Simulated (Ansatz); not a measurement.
Amorphous Ge-Sb-Te (Ge8Sb16Te32)

It comes from a melt-quench run on a machine-learned potential (CHGNet), relaxed afterwards by DFT. The hot cell started wider than the set density and was brought back towards it in steps. It is the lowest in DFT energy of 4 quenches. It is a model cell: composition and starting density were chosen by hand, and all elements were melted together. The geometry includes D3(BJ) dispersion.

All values below come from PBE-D3(BJ), scalar-relativistic without spin-orbit coupling, PAW (Ansatz default set, large-core Te) (plane waves to 420 eV; Ansatz, a first-principles code). Geometry, pressure, stress and energy are those of the PBE run. Its sampling: a 2×2×2 Γ-centred mesh; Fermi-Dirac width 0.05 eV; no spin polarisation. The levels at the Fermi energy are partly filled. A closed spacing in one fast-quenched cell at PBE doesn't show the material to be a metal.

```yaml
number_of_atoms_in_the_cell: 56
Density (volume relaxed, with D3(BJ)): 6.26 g/cm³
volume_per_atom: 31.30 Å³
Pressure on a 2×2×2 Γ-centred mesh: 0.14 GPa
Largest force and stress component on that mesh (the relaxation ran on one k-point at (1/4, 1/4, 1/4)): 0.20 eV/Å and 0.4 GPa
Gap on a 2×2×2 Γ-centred mesh (PBE): within the smearing (under twice its width)
```

Cut-offs for bonds: Ge-Ge 2.85 Å, Ge-Sb 3.11 Å, Ge-Te 3.12 Å, Sb-Sb 3.34 Å, Sb-Te 3.42 Å, Te-Te 3.31 Å.

```
Quantity                                                          Result
-----------------------  -----------------------------------------------
Mean coordination of Ge                        3.25 (6 with 3, 2 with 4)
Mean coordination of Sb    5.56 (1 with 4, 6 with 5, 8 with 6, 1 with 7)
Mean coordination of Te  3.66 (2 with 2, 13 with 3, 11 with 4, 6 with 5)
Mean Sb-Te bond                     3.083 Å (spread 0.156 Å, 87 counted)
Mean Ge-Te bond                     2.850 Å (spread 0.078 Å, 26 counted)
```

Its density started from a set value of 5.84 g/cm³. Cooling (nominally 20 K/ps over its main leg) ran many orders faster than in experiment, which tends to leave more defects and strain. Values belong to this one cell and scatter from quench to quench. Volume and shape were free in the relaxation. On a 2×2×2 Γ-centred mesh force components of up to 0.20 eV/Å stay, since the relaxation ran on one k-point at (1/4, 1/4, 1/4).
